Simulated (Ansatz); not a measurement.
Model glasses of amorphous HfO2, 51 to 61 atoms (Hf18O36 before any change). Each row is one cell at a composition chosen by hand, melted whole on the CHGNet potential with the anions pushed apart under 1.9 Å, quenched within some picoseconds, far faster than a real film, and relaxed with PBE, scalar-relativistic without spin-orbit coupling (plane waves to 420 eV, PAW; Ansatz, a quantum-chemistry and plane-wave program). Each is the lowest in DFT energy of 2 to 3 quenches. Cycles of charging and discharging were tried on the cells ahead of these points, and a cell that came back lower was taken. The column on the box says what of it was relaxed with the atoms; held means as the quench left it. Cells that kept moments or hold spare charge are left out.

At the relaxed places, the spacing of the highest filled and the lowest empty level was computed at the zone centre with PBE and with r2SCAN, without spin polarisation. A level counts as spread where PBE shares it among more than a fifth of the atoms; else the element of the atom with the largest weight is named. Formal charges balance in every cell (each cation at its usual highest valence, Cu and Ag at +1, Sb at +3, H at +1, O at −2, N at −3, F and Cl at −1). r2SCAN ran with plane waves to 500 eV. Where a level is localised, the spacing isn't the band gap.

| cell | change | box | highest filled on | lowest empty on | spacing, PBE (eV) | spacing, r2SCAN (eV) |
|---|---|---|---|---|---|---|
| Hf18O27N6 | +6 N, −9 O | shape | N | spread | 3.08 | 3.47 |
| Hf18O41Nb2 | +2 Nb, +5 O | held | O | Nb | 3.30 | 3.68 |
| Hf18O39Ga2 | +2 Ga, +3 O | held | O | spread | 3.57 | 4.05 |
| Hf18O37Sr | +1 O, +1 Sr | held | O | spread | 3.85 | 4.33 |
| Hf18O35F2 | +2 F, −1 O | shape | O | spread | 3.92 | 4.38 |
| Hf18O37H2 | +2 H, +1 O | shape | spread | spread | 3.92 | 4.38 |
| Hf12O33La6 | −6 Hf, +6 La, −3 O | volume | spread | spread | 3.97 | withheld |
| Hf18O39Al2 | +2 Al, +3 O | shape | O | spread | 4.07 | 4.51 |
| Hf18O39B2 | +2 B, +3 O | held | O | spread | 4.31 | 4.80 |

### Question
Fit a straight line of the last column on the one before it through the 8 full rows, and predict the withheld value for Hf12O33La6.

### Answer
Means: x = 3.752, y = 4.200. Slope = Σ(Δx Δy) / Σ(Δx²) = 1.2595 / 1.1676 = 1.079; intercept = 4.200 − (1.079) × 3.752 = 0.152 eV; r.m.s. residual 0.025 eV. Prediction: 0.152 + (1.079) × 3.97 = 4.44 eV. The run gave 4.45 eV, a miss of 0.01 eV, within the residual.
